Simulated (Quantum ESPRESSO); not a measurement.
Input and output of a self-consistent single point for NaI (Fm-3m, 2 atoms in the cell) (Quantum ESPRESSO).

Method: revPBE, SSSP 1.1.2 efficiency (PBE) pseudopotentials (plane waves; Quantum ESPRESSO).

```xyz
2
Lattice="-3.2846 0.0000 3.2846 0.0000 3.2846 3.2846 -3.2846 3.2846 0.0000" Properties=species:S:1:pos:R:3 pbc="T T T"
Na     0.0000     0.0000     0.0000
I     -3.2846     3.2846     3.2846
```

Reference input (self-consistent single point, DFT, revPBE, plane waves, SSSP 1.1.2 efficiency (PBE) pseudopotentials): ecutwfc = 40 Ry; ecutrho = 320 Ry; occupations = smearing; smearing = fermi-dirac; degauss = 0.000734986 Ry; input_dft = revpbe; potentials = {Na: na_pbe_v1.5.uspp.F.UPF, I: I.pbe-n-kjpaw_psl.0.2.UPF}; K_POINTS = automatic 9 9 9 0 0 0; conv_thr = 1e-10 Ry. This run's input differs from it in these lines:

```diff
@@ -13,4 +13,4 @@
  ntyp = 2
- ecutwfc = 40
- ecutrho = 320
+ ecutwfc = 36
+ ecutrho = 288
  occupations = 'smearing'
```

Output (repeated stretches shortened):

```
     Self-consistent Calculation

     iteration #  1     ecut=    36.00 Ry     beta= 0.70

     Threshold (ethr) on eigenvalues was too large:
     Diagonalizing with lowered threshold

     total energy              =    -474.98589570 Ry
     estimated scf accuracy    <       0.02352716 Ry

     iteration #  2     ecut=    36.00 Ry     beta= 0.70

     total energy              =    -474.99072854 Ry
     estimated scf accuracy    <       0.00204770 Ry

     iteration #  3     ecut=    36.00 Ry     beta= 0.70

     total energy              =    -474.99122324 Ry
     estimated scf accuracy    <       0.00013042 Ry

   [... 3 blocks of this kind left out ...]

     iteration #  7     ecut=    36.00 Ry     beta= 0.70

     total energy              =    -474.99125577 Ry
     estimated scf accuracy    <          9.9E-10 Ry

     iteration #  8     ecut=    36.00 Ry     beta= 0.70
     End of self-consistent calculation

     the Fermi energy is     4.9219 ev

!    total energy              =    -474.99125577 Ry
     estimated scf accuracy    <          7.8E-11 Ry
     smearing contrib. (-TS)   =      -0.00000000 Ry
     internal energy E=F+TS    =    -474.99125577 Ry

     convergence has been achieved in   8 iterations

     Forces acting on atoms (cartesian axes, Ry/au):

     atom    1 type  1   force =    -0.00000000   -0.00000000   -0.00000000
     atom    2 type  2   force =    -0.00000000    0.00000000   -0.00000000

     Total force =     0.000000     Total SCF correction =     0.000000

          total   stress  (Ry/bohr**3)                   (kbar)     P=        6.33
   0.00004306   0.00000000   0.00000000            6.33        0.00        0.00
   0.00000000   0.00004306   0.00000000            0.00        6.33        0.00
   0.00000000   0.00000000   0.00004306            0.00        0.00        6.33

   JOB DONE.
```

The run converged in 8 iterations. Against the reference run the free energy goes up by 1.5 meV/atom, the pressure goes from 0.73 to 0.63 GPa and the gap on the mesh stays at 3.755 eV.

The starting cell comes from a database of computed structures (which also holds hypothetical and non-ambient phases and stackings), without a prior relaxation at this level. Its lattice was rescaled by a random factor within 2.5 % of one. Spin-orbit coupling is off.
